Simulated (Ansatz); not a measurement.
## Convergence study of the plane-wave cutoff for MnF2 (Cmm2, 6 atoms in the cell)

```
CELL_PARAMETERS angstrom
      4.84565     0.00000     0.00000
      0.00000     4.84565     0.00000
      0.00000     0.00000     3.29345
ATOMIC_POSITIONS crystal
  Mn 0.00000 0.00000 0.01518
  Mn 0.50000 0.50000 0.50000
  F  0.30500 0.30500 0.00000
  F  0.80500 0.19500 0.50000
  F  0.19500 0.80500 0.50000
  F  0.69500 0.69500 0.00000
```
Moments meant for the start (each program seeds them in its own way; μB, in the order of the atoms Mn Mn F F F F): 5.0 -5.0 0.0 0.0 0.0 0.0.

Method of the run: LDA (PW92), default PAW files made with PBE (plane waves; Ansatz, a program for electronic structure).

Base settings: basis.ecutwfc = 30.9 Ry; kpoints.mp_grid.grid = 2 2 5; hamiltonian.xc = lda; hamiltonian.pseudopotentials = {kind: paw} (the program's default PAW files); magnetization.spin_polarized = true; scf.occupations.method = fermi_dirac; scf.occupations.width = 0.0015 Ry.

The second cell is the first with its lattice scaled by 0.98.

The mesh stays at the base's, so the ladder's end is converged at best in this setting alone.

The first pressure column holds Ansatz's estimate of the finite-basis (Pulay) stress, which hides part of the cutoff error; the other is without it.

Only quantities that move along the ladder and can be compared are tabulated; the gap is left out on so coarse a mesh.

The magnetic state is not the same in all runs (site moments differ, or a search went on to a lower state), so steps between rows are not convergence errors alone.

The count of work is k-points × plane waves × bands × iterations; it is no time. 

The starting cell has typed, rounded lattice constants, without a prior relaxation at this level. Its lattice was rescaled by up to half a per cent. One atom was moved a little off its site on purpose. The magnetic order is the one reached from the typed start; others were not searched systematically. In the base run, with a pressure of about -5 GPa the cell is away from its equilibrium volume at this level.

| basis.ecutwfc | free energy less the last step's (meV/atom) | energy of the compressed cell less the first (meV/atom) | pressure (GPa) | pressure without the Pulay estimate (GPa) | largest difference of a force vector from the last step's (eV/Å) | count of work / last |
|---|---|---|---|---|---|---|
| 10.7 Ry | 45244.11 | 91.02 | 36.60 | -1482.60 | 0.758 | 0.091 |
| 12.5 Ry | 23317.34 | 6.30 | 12.42 | -897.30 | 1.023 | 0.086 |
| 14 Ry | 12984.69 | 254.71 | -5.36 | -574.51 | 0.571 | 0.094 |
| 15.4 Ry | 7694.74 | 107.02 | -9.66 | -381.17 | 0.268 | 0.10 |
| 16.9 Ry | 4406.22 | 33.45 | -10.64 | -246.32 | 0.242 | 0.12 |
| 18.4 Ry | 2504.48 | -87.29 | -8.30 | -157.89 | 0.196 | 0.13 |
| 21.7 Ry | 636.82 | -10.43 | -4.78 | -54.93 | 0.058 | 0.16 |
| 24.6 Ry | 166.94 | -5.44 | -5.44 | -21.54 | 0.011 | 0.19 |
| 27.9 Ry | 33.20 | -12.15 | -5.49 | -9.36 | 0.004 | 0.23 |
| 30.9 Ry | 7.68 | -12.10 | -5.44 | -6.31 | 0.001 | 0.27 |
| 33.8 Ry | 3.04 | -12.10 | -5.42 | -5.57 | 0.000 | 0.31 |
| 37.1 Ry | 2.32 | -12.06 | -5.42 | -5.44 | 0.000 | 0.35 |
| 41.5 Ry | 2.05 | -12.07 | -5.42 | -5.44 | 0.000 | 0.43 |
| 46.3 Ry | 1.79 | -12.09 | -5.42 | -5.44 | 0.000 | 0.49 |
| 54 Ry | 1.33 | -12.07 | -5.42 | -5.46 | 0.000 | 0.61 |
| 61.7 Ry | 0.57 | -12.09 | -5.42 | -5.47 | 0.000 | 0.76 |
| 74.2 Ry | 0.00 | -12.09 | -5.42 | -5.43 | 0.000 | 1.0 |

Coarsest basis.ecutwfc that holds the pressure within 0.2 GPa of the last step, with all finer ones: 24.6 Ry, at 0.19 of the last step's count of work; the step before is off by 0.64 GPa.

Coarsest basis.ecutwfc that holds the pressure without the Pulay estimate within 0.5 GPa of the last step, with all finer ones: 33.8 Ry, at 0.31 of the last step's count of work; the step before is off by 0.88 GPa.

State of the free energy at the end of the ladder: still drifting one way, by 1.3 meV/atom over the last two steps, so the last step is no safe reference.

The energy difference between the two cells stays within 1 meV/atom of the last step's from 27.9 Ry on, the total only from 61.7 Ry on: much of the error is common to both cells and cancels.

Two neighbours can agree and both be off: 37.1 Ry and 41.5 Ry differ by 0.28 meV/atom in the free energy, yet lie about 2.0 meV/atom from the last step.

At the lowest cutoff the pressure without the Pulay estimate lies 1480 GPa under the last step's, the usual sign of Pulay stress in an incomplete plane-wave basis.

Keys are those of Ansatz 0.2.
